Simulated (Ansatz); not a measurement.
Start from WB2 (space group P6_3/mmc, No. 194; a = 3.0026 Å, c = 13.9240 Å). Axes: x lies along a and z along c of the hexagonal cell.

The values are results of Kohn–Sham DFT with the PBEsol functional, run in Ansatz (a first-principles code) with PAW and 420 eV plane waves, no spin-orbit coupling, not measurements.

For the base:

| Quantity | Value |
|---|---|
| Pressure | 0.0 GPa |
| Shortest interatomic distance | 1.734 Å |
| Band gap | zero |

The change: the symmetric strain tensor [0.0103 0.0076 0.0026; 0.0076 0.0197 -0.0170; 0.0026 -0.0170 -0.0131]; the atoms relax in the strained cell.

**Question.** Predict the new energy relative to the base, pressure, largest internal atomic displacement, shortest interatomic distance and band gap.

**Answer.** The energy increases by 19 meV/atom; the pressure (mean of the normal stresses, compression positive) goes from zero to -3.9 GPa; the largest internal atomic displacement amounts to 0.015 Å; the shortest interatomic distance grows by 0.012 Å (1.734 Å → 1.746 Å); the band gap remains zero.

Without a gap, meshes like the base's 14×14×3 leave anisotropic stresses uncertain by several tenths of a GPa, and small strain energies with them. Whether these cells are dynamically stable was not tested. All final runs are without spin polarisation.
